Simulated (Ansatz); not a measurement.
Functionals compared on SiH3 on the 1x1 (101) surface of tetragonal HfO2 (a metastable polymorph) (cut with top plane O), one in a 2x1 cell, started at the site 'top O', in Ansatz (plane waves, PAW). The structure was relaxed with PBE; the other rows are single points on it, each with its references at the same level. Cutoff 420 eV (500 eV for r2SCAN). The points keep PBE's geometry, so the relaxation of a polaron and the settling of charge on one site are left out.

Host crystal: tetragonal HfO2, with a band gap (PBE, scalar-relativistic without spin-orbit coupling).

Set-up: 40 atoms, 7.6 Å thick at the start under the adsorbate (thin: gaps and levels are the slab's own); mesh 3x3x1; 0.01 eV smearing; dipole correction on; 16 atoms held, the rest relaxed; no symmetry held; spin-polarised, ending with about 1.0 μB a cell; orders that need a larger cell were not tried, no spin-orbit, no U, no dispersion correction. At the end it is bonded to O. In PBE this state lies 0.08 eV over the lowest of the starts that converged ('bridge O-O (span 4.0 Å)', where the adsorbate broke or entered a bond of the host). These notes are the PBE run's. r2SCAN: The program's check for a lower electronic state was not made. Adsorption energies are against SiH4(g) − ½ H2(g). A negative adsorption energy means that the adsorbate is more stable on the surface than in its reference.

```
functional  adsorption energy (eV)  magnetic moment of the cell (μB)
----------  ----------------------  --------------------------------
PBE                           0.66                              1.00
RPBE                           ___                              1.00
r2SCAN                        0.45                              1.00
```

Task: What belongs in the gaps?

Result: 
- RPBE, adsorption energy (eV): 0.77

Ansatz is a quantum-chemistry and plane-wave program.
